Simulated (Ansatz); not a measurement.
## Au, response to strain

Consider Au in the fcc (Cu type) structure (space group Fm-3m, No. 225; a = 4.083 Å; relaxed with 0.1 eV smearing). Axes: x, y, z lie along the cube axes.

Strains are applied to the cell and any free atomic positions relax.

Calculations: Kohn–Sham DFT with the PBEsol functional, run in Ansatz (an electronic-structure program) with PAW and 420 eV plane waves, no spin-orbit coupling.

Notes on the quantities. energy relative to the base: free energy F; pressure: mean of the normal stresses, compression positive.

```csv
change,energy relative to the base,volume per atom,pressure
base,0 meV/atom,17.02 Å³,0.0 GPa
uniaxial strain ε_zz = −2.50 %,+6.9 meV/atom,16.59 Å³,4.8 GPa
uniaxial strain ε_zz = −2.00 %,+4.3 meV/atom,16.68 Å³,3.8 GPa
uniaxial strain ε_zz = −1.50 %,+2.4 meV/atom,16.76 Å³,2.8 GPa
uniaxial strain ε_zz = −0.50 %,+0.3 meV/atom,16.93 Å³,0.9 GPa
uniaxial strain ε_zz = +0.50 %,+0.3 meV/atom,17.10 Å³,-0.9 GPa
uniaxial strain ε_zz = +1.00 %,+1.0 meV/atom,17.19 Å³,-1.7 GPa
uniaxial strain ε_zz = +1.50 %,+2.3 meV/atom,17.27 Å³,-2.5 GPa
uniaxial strain ε_zz = +2.00 %,+4.0 meV/atom,17.36 Å³,-3.3 GPa
uniaxial strain ε_zz = +2.50 %,+6.1 meV/atom,17.44 Å³,-4.0 GPa
```

Stability against distortions was not tested.
